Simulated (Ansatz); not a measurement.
Relaxation of the atoms of Rb₂LiInF₆ (Fm-3m, 10 atoms in the cell) at several settings

```
CELL_PARAMETERS angstrom
      0.00000     4.28455     4.28455
      4.28455     0.00000     4.28455
      4.28455     4.28455     0.00000
ATOMIC_POSITIONS crystal
  Rb 0.25000 0.25000 0.25000
  Rb 0.75000 0.75000 0.75000
  Li 0.50000 0.50000 0.50000
  In 0.00000 0.00000 0.00000
  F  0.24715 0.24715 0.75285
  F  0.75285 0.75285 0.24715
  F  0.75285 0.24715 0.24715
  F  0.24715 0.75285 0.75285
  F  0.24715 0.75285 0.24715
  F  0.75285 0.24715 0.75285
```

Base: PBEsol, default PAW files made with PBE (Ansatz, a program for electronic structure). Its settings: basis.ecutwfc = 30.9 Ry; kpoints.mp_grid.grid = 4 4 4; hamiltonian.xc = pbesol; hamiltonian.pseudopotentials = {kind: paw} (the program's default PAW files); scf.occupations.method = gaussian; scf.occupations.width = 0.0007 Ry. Starting volume 15.73 Å³ per atom.

Each line gives the change from the base single point and the result:

- relax: default → atoms: pressure -2.33 GPa; relaxation steps 4; free energy against the base single point -1.3 meV/atom.
- atoms moved at random; relax: default → atoms; relax.f_tol: default → 0.005 eV/Å: pressure -2.33 GPa; largest force (vector length) 0.002 eV/Å; relaxation steps 5; free energy against the base single point -1.3 meV/atom.
- atoms moved at random; scf.convergence.dr2_threshold: default (1e-07 eV) → 0.001 eV; relax: default → atoms; relax.f_tol: default → 0.03 eV/Å: pressure -2.32 GPa; largest force (vector length) 0.017 eV/Å; relaxation steps 3; free energy against the base single point -1.3 meV/atom.

The starting cell comes from a database of computed structures (which also holds hypothetical and non-ambient phases and stackings), without a prior relaxation at this level. Ansatz's pressure includes its estimate of the finite-basis (Pulay) stress.

Keys are those of Ansatz 0.2.
